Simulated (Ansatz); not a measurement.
The parent structure is ZnSiP2 in the chalcopyrite structure (space group I-42d, No. 122).

Space group I-42d (No. 122); a = 5.4187 Å, b = 5.4187 Å, c = 10.5394 Å, α = 90.00°, β = 90.00°, γ = 90.00°

```tsv
atom	site	symmetry	x	y	z
Zn	4a	-4..	0.0000	0.0000	0.0000
Si	4b	-4..	0.0000	0.0000	0.5000
P	8d	.2.	0.2500	0.2327	0.3750
```
(The calculation used a cell of 8 atoms; values per cell refer to that cell.)

Method: PBE in Ansatz (plane waves to 420 eV, PAW, no spin-orbit coupling).

Before the change:

| Quantity | Value |
|---|---|
| Band gap | 1.36 eV |
| Density | 3.34 g/cm³ |
| Valence-band top at Γ | 0.00, -0.13, -0.13 eV |

Modification: hydrostatic tension (pressure −1 GPa).

How does this affect the band gap?

The band gap increases by 0.025 eV (1.36 eV → 1.38 eV).

Predict the new density.

The density decreases by 0.04 g/cm³, from 3.34 g/cm³ to 3.30 g/cm³.

How does this affect the valence-band top at Γ?

The valence-band top at Γ (three highest levels, from the VBM) is still 0.00, -0.13, -0.13 eV.

Load acts through the strain it causes; cell and atoms are relaxed under it. Stability against distortions was not tested.

Ansatz is an electronic-structure program.
